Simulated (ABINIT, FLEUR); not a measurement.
A FLEUR input for a self-consistent single point of Y2Al3Si2 (C2/m, 7 atoms in the cell) (DFT, LDA (Perdew-Zunger), all-electron FLAPW (FLEUR), scalar-relativistic valence):

Input of the input generator:

```
Y2Al3Si2
&input film=f /
9.5679857252 -3.8062561246 0.0000000000
9.5679857252 3.8062561246 0.0000000000
-2.4073769122 -0.0000000000 12.2133982092
1.0
1.0 1.0 1.0

7
39 0.3798700000 0.3798700000 0.6778600000
39 0.6201300000 0.6201300000 0.3221400000
13 0.6944100000 0.6944100000 0.8681500000
13 0.3055900000 0.3055900000 0.1318500000
13 0.0000000000 0.0000000000 -0.0000000000
14 0.9081300000 0.9081300000 0.3584900000
14 0.0918700000 0.0918700000 0.6415100000

&comp jspins=1 /
&exco xctyp='pz' /
&kpt div1=6 div2=6 div3=4 gamma=t /
&end /
```

```xml
<?xml version="1.0" encoding="UTF-8" standalone="no"?>
<fleurInput fleurInputVersion="0.39">
   <comment>
      Y2Al3Si2                                                                                            
   </comment>
   <calculationSetup>
      <cutoffs Kmax="4.1" Gmax="12.3" GmaxXC="12.3" numbands="0"/>
      <scfLoop itmax="100" minDistance="0.00001" maxIterBroyd="15" imix="Anderson" alpha="0.05" precondParam="0.0" spinf="2.0"/>
      <coreElectrons ctail="T" frcor="F" kcrel="0" coretail_lmax="0"/>
      <xcFunctional name="pz" relativisticCorrections="F"/>
      <magnetism jspins="1"/>
      <soc l_soc="F" theta="0.0" phi="0.0" spav="F"/>
      <expertModes spex="0" secvar="F"/>
      <geometryOptimization l_f="T" forcealpha="1.0" forcemix="BFGS" epsdisp="0.00001" epsforce="0.00001"/>
      <ldaU l_linMix="F" mixParam="0.05" spinf="1.0"/>
   </calculationSetup>
   <cell>
      <bzIntegration valenceElectrons="39.0" mode="gauss" fermiSmearingEnergy="0.00183747">
         <kPointListSelection listName="default-1"/>
         <!-- k-points included here -->
         <xi:include xmlns:xi="http://www.w3.org/2001/XInclude" href="kpts.xml"> </xi:include>
      </bzIntegration>
      <!-- symmetry operations included here -->
      <xi:include xmlns:xi="http://www.w3.org/2001/XInclude" href="sym.xml"> </xi:include>
      <bulkLattice scale="1.0">
         <bravaisMatrix>
            <row-1>    9.5679857251999998    -3.8062561246000000     0.0000000000000000</row-1>
            <row-2>    9.5679857251999998     3.8062561246000000     0.0000000000000000</row-2>
            <row-3>   -2.4073769122000002     0.0000000000000000    12.2133982091999993</row-3>
         </bravaisMatrix>
      </bulkLattice>
   </cell>
   <atomSpecies>
      <species name="Yttrium (Y)" element="Y" atomicNumber="39">
         <mtSphere radius="2.63" gridPoints="925" logIncrement="0.014"/>
         <atomicCutoffs lmax="10" lnonsphr="8"/>
         <electronConfig flipSpins="F">
            <coreConfig>(1s1/2) (2s1/2) (2p1/2) (2p3/2) (3s1/2) (3p1/2) (3p3/2) (3d3/2) (3d5/2)</coreConfig>
            <valenceConfig>(4s1/2) (4p1/2) (4p3/2) (5s1/2) (4d3/2) (4d5/2)</valenceConfig>
            <stateOccupation state="(4d3/2)" spinUp="0.2" spinDown="0.2"/>
            <stateOccupation state="(4d5/2)" spinUp="0.3" spinDown="0.3"/>
         </electronConfig>
         <energyParameters s="5" p="5" d="4" f="4"/>
         <lo type="SCLO" l="0" n="4" eDeriv="0"/>
         <lo type="SCLO" l="1" n="4" eDeriv="0"/>
      </species>
      <species name="Aluminum (Al)" element="Al" atomicNumber="13">
         <mtSphere radius="2.38" gridPoints="839" logIncrement="0.014"/>
         <atomicCutoffs lmax="10" lnonsphr="8"/>
         <electronConfig flipSpins="F">
            <coreConfig>(1s1/2) (2s1/2) (2p1/2) (2p3/2)</coreConfig>
            <valenceConfig>(3s1/2) (3p1/2) (3p3/2)</valenceConfig>
            <stateOccupation state="(3p1/2)" spinUp="0.1666666666667" spinDown="0.1666666666667"/>
            <stateOccupation state="(3p3/2)" spinUp="0.3333333333333" spinDown="0.3333333333333"/>
         </electronConfig>
         <energyParameters s="3" p="3" d="3" f="4"/>
      </species>
      <species name="Silicon (Si)" element="Si" atomicNumber="14">
         <mtSphere radius="2.04" gridPoints="721" logIncrement="0.016"/>
         <atomicCutoffs lmax="8" lnonsphr="6"/>
         <electronConfig flipSpins="F">
            <coreConfig>(1s1/2) (2s1/2) (2p1/2) (2p3/2)</coreConfig>
            <valenceConfig>(3s1/2) (3p1/2) (3p3/2)</valenceConfig>
            <stateOccupation state="(3p1/2)" spinUp="0.3333333333333" spinDown="0.3333333333333"/>
            <stateOccupation state="(3p3/2)" spinUp="0.6666666666667" spinDown="0.6666666666667"/>
         </electronConfig>
         <energyParameters s="3" p="3" d="3" f="4"/>
      </species>
   </atomSpecies>
   <atomGroups>
      <atomGroup species="Yttrium (Y)">
         <relPos label="                   1">.3798700000 .3798700000 -.3221400000</relPos>
         <relPos label="                   2">-.3798700000 -.3798700000 .3221400000</relPos>
         <force calculate="T" relaxXYZ="TTT"/>
      </atomGroup>
      <atomGroup species="Aluminum (Al)">
         <relPos label="                   3">-.3055900000 -.3055900000 -.1318500000</relPos>
         <relPos label="                   4">.3055900000 .3055900000 .1318500000</relPos>
         <force calculate="T" relaxXYZ="TTT"/>
      </atomGroup>
      <atomGroup species="Aluminum (Al)">
         <relPos label="                   5">.0000000000 .0000000000 .0000000000</relPos>
         <force calculate="T" relaxXYZ="TTT"/>
      </atomGroup>
      <atomGroup species="Silicon (Si)">
         <relPos label="                   6">-.0918700000 -.0918700000 .3584900000</relPos>
         <relPos label="                   7">.0918700000 .0918700000 -.3584900000</relPos>
         <force calculate="T" relaxXYZ="TTT"/>
      </atomGroup>
   </atomGroups>
   <output dos="F" band="F" slice="F">
      <checks vchk="F" cdinf="F"/>
      <bandDOS minEnergy="-.5*Htr" maxEnergy="0.5*Htr" sigma="0.015" storeEVData="T"/>
      <vacuumDOS vacdos="F" integ="F" star="F" nstars="0" locx1="0.0" locy1="0.0" locx2="0.0" locy2="0.0" nstm="0" tworkf="0.0"/>
      <unfoldingBand unfoldBand="F" supercellX="1" supercellY="1" supercellZ="1"/>
      <plotting iplot="0" polar="F">
         <plot TwoD="T" vec1="  1.0  0.0  0.0" vec2="  0.0  1.0  0.0" vec3="  0.0  0.0  1.0" zero="  0.0  0.0  0.0" file="plot"/>
      </plotting>
      <chargeDensitySlicing numkpt="0" minEigenval="0.0" maxEigenval="0.0" nnne="0" pallst="F"/>
      <specialOutput eonly="F"/>
      <magneticCircularDichroism mcd="F" energyLo="-10.0" energyUp="0.0"/>
   </output>
  <!-- We include the file relax.xml here to enable relaxations (see documentation) -->
  <xi:include xmlns:xi="http://www.w3.org/2001/XInclude" href="relax.xml"> <xi:fallback/> </xi:include>
</fleurInput>
```

Task: Write the same calculation as an input for ABINIT.

Result: This is the input that was run; spellings and numerical settings could be chosen otherwise.

```
# Y2Al3Si2, PseudoDojo nc-sr-04 LDA standard
pp_dirpath "./"
pseudos "Y.upf, Al.upf, Si.upf"
acell 3*1.0
rprim
         9.5679857252   -3.8062561246    0.0000000000
         9.5679857252    3.8062561246    0.0000000000
        -2.4073769122   -0.0000000000   12.2133982092
natom 7
ntypat 3
znucl 39 13 14
typat 1 1 2 2 2 3 3
xcart
         2.9831396665   -0.0000000000    4.3810444287
         5.8692513335   -0.0000000000    2.0820075713
         5.9258564098   -0.0000000000    5.6108985938
         2.9265345901   -0.0000000000    0.8521534062
         0.0000000000    0.0000000000    0.0000000000
         8.7393241744   -0.0000000000    2.3169395115
         0.1130668256   -0.0000000000    4.1461124885
      Angstrom
ecut 72 Ry
ixc 7
occopt 7
tsmear 0.05 eV
nband 27
kptopt 1
ngkpt 6 6 4
nshiftk 1
shiftk 0 0 0
nstep 100
toldfe 1.0e-09
prtwf 0
prtden 0
enunit 1
```

Basis settings and potentials, where a program has them, do not carry over. This input uses DFT, LDA (PW92), plane waves, norm-conserving pseudopotentials (PseudoDojo nc-sr-04 LDA standard). LDA parametrisations can differ slightly between programs.

The starting cell comes from a database of computed structures (which also holds hypothetical and non-ambient phases and stackings), without a prior relaxation at this level. Its lattice was rescaled by a random factor within 2.5 % of one.
